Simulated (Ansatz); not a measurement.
Take Ru in the hcp (Mg type) structure (space group P6_3/mmc, No. 194; a = 2.692 Å, c = 4.246 Å) as the base. Axes: x lies along a and z along c of the hexagonal cell.

Method: PBEsol/PAW in Ansatz (an electronic-structure program), no SOC.

Before the change:

- Band gap: zero

One thing is altered: a free-standing slab of 1 layer (1 atom, 1 a layer) is cut normal to the z axis, with 15 Å of vacuum and the in-plane cell held at bulk; forces were under the threshold from the start, so the atoms kept their bulk positions.

Q: How does this affect the band gap?

A: The band gap is still zero.

Stability against distortions was not tested. The final runs are not spin-polarised.
